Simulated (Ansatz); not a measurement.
B20 (FeSi-type) MnSi, treated with PBE-D3(BJ) (plane waves, PAW; Ansatz, a program for electronic structure).

Numerical settings: plane-wave cutoff 520 eV, 12×12×12 k mesh, Fermi–Dirac smearing 0.05 eV, spin-polarised with parallel moments, scalar-relativistic PAW data made under PBE.

Results at a series of volumes:

```csv
V (Å³/atom),E − E_lowest (meV/atom)
10.729,13.07
10.952,3.14
11.176,0.00
11.399,2.98
11.623,11.50
```

Problem. What bulk modulus B0 and pressure derivative B′ does a third-order Birch–Murnaghan fit give?

Solution. V0 = 11.175 Å³/atom, B0 = 219 GPa, B′ = 4.0 (fit to the energies at full precision).

Shape and atoms are relaxed at each volume.

Measured, for comparison: bulk modulus 167 GPa (room temperature, no zero-point or thermal correction; as tabulated in Study of the compressibility of FeSi, MnSi, and CoS2 (JETP Letters), abstract); equilibrium volume per atom 11.85 Å³/atom (temperature not stated, no zero-point or thermal correction; as tabulated in Wikipedia's data pages). Computed (rounded) less measured: bulk modulus +31 %, equilibrium volume per atom -5.7 %.

Note: the collinear magnetic order is the start's and need not be the measured one; the bulk modulus comes from volumes at which shape and atoms were relaxed.

The computed numbers hold no vibrational or temperature effects.

Cost on a shared machine: around 60 core-minutes (rough).
